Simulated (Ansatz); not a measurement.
Take Li in the bcc (W type) structure (space group Im-3m, No. 229) as the base.

```yaml
crystal:
  lattice:
    - [-1.71714, 1.71714, 1.71714]
    - [1.71714, -1.71714, 1.71714]
    - [1.71714, 1.71714, -1.71714]
  atoms:
    - { symbol: Li, position: [0.00000, 0.00000, 0.00000] }
```

All numbers come from PBEsol (Ansatz, a quantum-chemistry and plane-wave program, PAW, scalar-relativistic without spin-orbit coupling).

For the base:

The shortest interatomic distance is 2.974 Å.

Now apply this change: cell and atoms relaxed at a pressure of 9 GPa.

### Question
How does this affect the shortest interatomic distance?

### Answer
The shortest interatomic distance drops by 0.337 Å (2.974 Å → 2.637 Å).

Load acts through the strain it causes; cell and atoms are relaxed under it. No phonon test of stability was made. Measured, Li leaves this structure (for fcc) near 7.5 GPa (temperature not stated; as listed in Olga Degtyareva, NATO science for peace and security series. B, Physics and biophysics (2010)).
